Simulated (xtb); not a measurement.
xtb 6.7.1, GFN2-xTB: Zn(hfac)(k2OAc) (CC1[O][Zn]2([O]C(=CC(=[O]->2)C(F)(F)F)C(F)(F)F)<-[O]=1), 22 atoms. The geometry is a generated start, not checked to be a minimum at this level.

```yaml
run_flags: --grad
method: GFN2-xTB
"--acc": 1 (default)
"--etemp (K)": 300 (default)
basis_functions: 76
valence_electrons: 100
```

```xyz
22

Zn    -0.9556    -0.0304    -0.4194
F      1.6237     3.1396     1.6561
C      2.2638     2.4267     0.7287
F      3.4837     2.1636     1.2057
F      2.4220     3.2073    -0.3436
C      1.4640     1.1493     0.3625
C      2.1211    -0.0746     0.4570
C      1.4730    -1.2692     0.1539
C      2.3375    -2.5472     0.3074
F      1.6637    -3.6485     0.0049
F      3.4153    -2.4969    -0.4863
F      2.7889    -2.6757     1.5619
O      0.2946    -1.4475    -0.2215
O      0.2840     1.3674     0.0083
H      3.1502    -0.1035     0.7763
C     -4.6402     0.1681    -0.9103
C     -3.1591     0.0835    -0.7121
O     -2.3757     0.1190    -1.6962
O     -2.6677    -0.0403     0.4381
H     -5.0973     0.6542    -0.0542
H     -4.8583     0.6995    -1.8313
H     -5.0316    -0.8445    -0.9858
```

Charge 0 and multiplicity 1 are set for this test and not shown to be the ground state.

One run each on 1 thread. Values of broydamp tried: 0.02, 0.05, 0.1, 0.2, 0.4 (default), 0.6, 0.8, 1.

Task: Predict the course of the SCC iterations along this series.

Result: Fewest SCC iterations, within one of each other: 0.2 with 13, 0.4 (default) with 12, 0.6 with 13, 0.8 with 13. The count rises to 20 at 0.02. All converge to one solution.

```
broydamp       SCC iterations            end
-------------  --------------  -------------
0.02                       20  same solution
0.05                       18  same solution
0.1                        15  same solution
0.2                        13  same solution
0.4 (default)              12  same solution
0.6                        13  same solution
0.8                        13  same solution
1                          14  same solution
```
